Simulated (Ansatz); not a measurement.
We consider NiAs-type NiSb, described by r²SCAN+SOC (Ansatz, a quantum-chemistry and plane-wave program, PAW).

Numerical settings: plane-wave cutoff 560 eV, 18×18×12 k mesh (along the axes of the cell as run), Fermi–Dirac smearing 0.05 eV, PAW data made under PBE.

Cell (relaxed at this level):

```yaml
crystal:
  lattice:
    - [1.96530, -3.40399, 0.00000]
    - [1.96530, 3.40399, 0.00000]
    - [0.00000, 0.00000, 5.12208]
  atoms:
    - { symbol: Ni, position: [0.00000, 0.00000, 0.50000] }
    - { symbol: Ni, position: [0.00000, 0.00000, 0.00000] }
    - { symbol: Sb, position: [0.33333, 0.66667, 0.25000] }
    - { symbol: Sb, position: [0.66667, 0.33333, 0.75000] }
```

Estimate the bulk modulus and pressure derivative B′ of the bulk modulus that the calculation returns.


- bulk modulus: 124 GPa
- pressure derivative B′ of the bulk modulus: 4.9

The run finds no gap.

Note: the bulk modulus comes from volumes at which shape and atoms were relaxed.

Computed values are for the static lattice.
